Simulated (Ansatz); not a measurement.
The starting structures come from a database of crystals and need not be the phases stable at ambient conditions.

 Where the default PAW files enter, the runs use the earlier of Ansatz's two default sets.

By PBEsol, the system below comes out a metal.

```
CELL_PARAMETERS angstrom
      3.95460     0.00000     0.00000
      0.00000    10.72440     0.00000
      0.00000     5.36220     2.14128
ATOMIC_POSITIONS crystal
  Y  0.75000 0.86139 0.00000
  Y  0.25000 0.13861 0.00000
  Ge 0.75000 0.58438 0.00000
  Ge 0.25000 0.41562 0.00000
```

Space group of this cell: Cmcm. The cell is taken as given; by PBEsol its mean pressure is -2.5 GPa.

The current flows along the normal of the first two printed cell vectors. No spin-orbit coupling; the value is a mean over 0.1 eV about the Fermi level.

Q: Give the ballistic conductance per area that PBEsol in Ansatz (a quantum-chemistry and plane-wave program) yields.

A: 0.18 × 10¹⁵ S/m² for both spins.
